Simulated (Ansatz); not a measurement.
An Ansatz (a program for electronic structure) input (r2SCAN (Ansatz, PAW, scalar-relativistic without spin-orbit coupling)):

Ansatz 0.2 input:
```yaml
crystal:
  lattice:
    - [4.7485857506, 0, 0]
    - [0, 10.3193672994, 0]
    - [0, 0, 6.9007959563]
  atoms:
    - { symbol: Te, position: [0.5, 0, 0.703265816] }
    - { symbol: Te, position: [0, 0.7078541781, 0.2011282483] }
    - { symbol: Te, position: [0.5, 0.5, 0.8374574019] }
    - { symbol: Te, position: [0, 0.2921458219, 0.2011282483] }
    - { symbol: Sr, position: [0, 0, 0.0131728198] }
    - { symbol: Sr, position: [0.5, 0.7198883502, 0.5111937442] }
    - { symbol: Be, position: [0, 0.5, 0.0214599773] }
    - { symbol: Sr, position: [0.5, 0.2801116498, 0.5111937442] }
basis: { ecutwfc: 500, ecutrho_ratio: 4, xc_grid: 2, fft_grid_basis: typed }
kpoints: { mp_grid: { grid: [7, 4, 5] } }
hamiltonian:
  xc: r2scan
  dispersion: none
  pseudopotentials: { kind: paw }
scf: { occupations: { method: fermi_dirac, width: 0.05 }, convergence: { dr2_threshold: 0.0000000008 } }
output: { forces: true, stress: true }
checkpoint: { write: state.ck, write_every: 1000 }
```

Task: Which symmetry and how many k-points will the program report, and about how many plane waves at Γ?

Result: Space group Pmm2 (ITA 25) with 4 operations, k-points 36 of 140, and 8629 plane waves at Γ.

These are small ordered cells, not random alloys; other orderings at the same x differ. Whether these cells are dynamically stable was not tested. The cell was made from BeTe by this change: x(Sr) = 0.75, 8 atoms, Pmm2.
